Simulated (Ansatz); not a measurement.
ZrCu (Pm-3m, No. 221, 2 atoms in the cell; start mp-2210)

These are LDA (Ansatz, a first-principles code, plane waves, PAW) values and carry that method's errors.

Run with plane-wave cutoff 500 eV, 18×18×18 k mesh, Fermi–Dirac smearing 0.1 eV, no spin polarisation, scalar-relativistic PAW data made under PBE.

Cell (relaxed at this level):

```
CELL_PARAMETERS angstrom
      3.19395     0.00000     0.00000
      0.00000     3.19395     0.00000
      0.00000     0.00000     3.19395
ATOMIC_POSITIONS crystal
  Zr 0.50000 0.50000 0.50000
  Cu 0.00000 0.00000 0.00000
```

band gap: none

Note: the relaxation could not lower the start's symmetry, so the cell can be a saddle point above a distorted one.

Spin–orbit coupling is not included.

It cost very roughly 60 core-seconds of CPU time.

A start named mp-… is a Materials Project structure, which need not be a measured phase.
